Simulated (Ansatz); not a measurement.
The starting structures come from a database of crystals and need not be the phases stable at ambient conditions.

Tunnelling through a barrier is set by its complex band structure: the current falls as exp(−2κd) with the smallest κ.

Input:

```xyz
6
Lattice="4.8135 0.0000 0.0000 0.0000 4.8135 0.0000 0.0000 0.0000 3.2054" Properties=species:S:1:pos:R:3 pbc="T T T"
Hf     0.0000     0.0000     0.0000
Hf     2.4068     2.4068     1.6027
O      3.8751     0.9384     1.6027
O      0.9384     3.8751     1.6027
O      1.4683     1.4683     0.0000
O      3.3452     3.3452     0.0000
```

The cell is taken as given; by r2SCAN it stands under a pressure of 3.6 GPa.

Transport runs along the normal of the first two printed cell vectors, the (001) plane of the conventional cell.

No gap correction and no spin-orbit coupling; mid-gap is the computed energy nearest the middle.

Question: State the band gap and the smallest decay constant κ at mid-gap according to r2SCAN (Ansatz, a quantum-chemistry and plane-wave program).

Answer: Gap 4.59 eV on a 6×6×10 mesh; κ = 0.346 1/Å, at the zone centre.
